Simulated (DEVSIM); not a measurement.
System: GaAs p-n junction from an implanted or diffused profile, at 300 K.

| layer (left to right) | material | thickness (μm) | Nd (cm⁻³) | τn (s) | τp (s) |
|---|---|---|---|---|---|
| 1 | GaAs | 12.0 | 1.7e16 | 2.7e-9 | 2.7e-9 |

Added acceptor profile: 7.8e17 cm⁻³ × exp(−(x − 0 μm)²/(2·(0.084 μm)²)). Left contact: ohmic. Right contact: ohmic. Voltage is applied to the left contact. Recombination: SRH at mid-gap, radiative, Auger. Mobility is μmin + (μ − μmin)/(1 + (N/Nref)^α).

This is a model device: material constants are rounded textbook-type values typed into the input, and sizes, dopings and lifetimes were drawn at random. Values at 300 K.

```csv
parameter,GaAs
gap (eV),1.424
affinity (eV),4.07
permittivity,12.9
Nc (cm⁻³),4.7e17
Nv (cm⁻³),9e18
μn (cm²/Vs),8500
μp (cm²/Vs),400
"μn,min",500
"μp,min",20
"Nref,n",6e16
"Nref,p",1.5e17
αn,0.39
αp,0.38
B (cm³/s),2e-10
Cn (cm⁶/s),1e-30
Cp (cm⁶/s),1e-30
```

Simulated with DEVSIM: 1D drift-diffusion, Boltzmann statistics, complete ionisation; no tunnelling, impact ionisation, image-force lowering or self-heating.

Problem. Give the dark reverse current.

Solution. 
```json
[
 {"V (V)": "-0.20", "J (A/cm²)": "-2.9e-10"},
 {"V (V)": "-0.50", "J (A/cm²)": "-5.9e-10"},
 {"V (V)": "-1.00", "J (A/cm²)": "-1.0e-9"},
 {"V (V)": "-1.50", "J (A/cm²)": "-1.4e-9"},
 {"V (V)": "-2.00", "J (A/cm²)": "-1.7e-9"},
 {"V (V)": "-3.00", "J (A/cm²)": "-2.3e-9"},
 {"V (V)": "-4.00", "J (A/cm²)": "-2.7e-9"},
 {"V (V)": "-5.00", "J (A/cm²)": "-3.2e-9"},
 {"V (V)": "-6.50", "J (A/cm²)": "-3.8e-9"},
 {"V (V)": "-8.00", "J (A/cm²)": "-4.3e-9"},
 {"V (V)": "-10.00", "J (A/cm²)": "-4.9e-9"}
]
```
